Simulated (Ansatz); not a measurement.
By PBEsol, the system below comes out a metal.

Without scattering a metal conducts by its projected Fermi surface.

Consider the following.

```
CELL_PARAMETERS angstrom
      3.64257     0.00000     0.00000
      0.00000     5.87916     0.00000
      1.82129     0.00000     3.15456
ATOMIC_POSITIONS crystal
  Y  0.33333 0.75000 0.33333
  Y  0.66667 0.25000 0.66667
```

The cell is taken as given; by PBEsol it stands under a pressure of -2.9 GPa.

The current flows along the normal of the first two printed cell vectors, the (100) plane of the conventional cell. No spin-orbit coupling; the value is a mean over 0.1 eV about the Fermi level.

**Question.** State the ballistic conductance per area according to PBEsol run with Ansatz (a first-principles code).

**Answer.** 0.58 × 10¹⁵ S/m² for both spins.
